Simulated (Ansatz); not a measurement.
Defects in monoclinic HfO2: interstitial Sc, charge +3; interstitial Lu, charge +3; interstitial Y, charge +3; interstitial Zn, charge +2; interstitial La, charge +3; interstitial C, charge 0; Hf vacancy, charge -4. The numbers are results of PBE, PAW (plane waves to 420 eV; Ansatz, an electronic-structure program), not measurements.

Barriers are those of the lowest checked hop between equivalent sites, from the lowest site run (climbing-image NEB, static, fixed cells, no finite-size terms; on the finer meshes named, energies are single points at the band's geometries). One hop need not carry long-range diffusion, and untried routes could be lower. Saddle orders were checked for a part of the study's bands only and are not shown. Vacancies start on their lattice site; split forms were not set up. Charge states are imposed. Spin-orbit coupling is left out.

Task: For which of them does this lowest hop between equivalent sites lie under 1.0 eV?

Result: interstitial Sc, charge +3 (0.34 eV); interstitial Lu, charge +3 (0.58 eV); interstitial Y, charge +3 (0.57 eV); interstitial La, charge +3 (0.43 eV). The rest lie higher: interstitial Zn, charge +2 (2.13 eV); interstitial C, charge 0 (1.55 eV); Hf vacancy, charge -4 (2.15 eV).
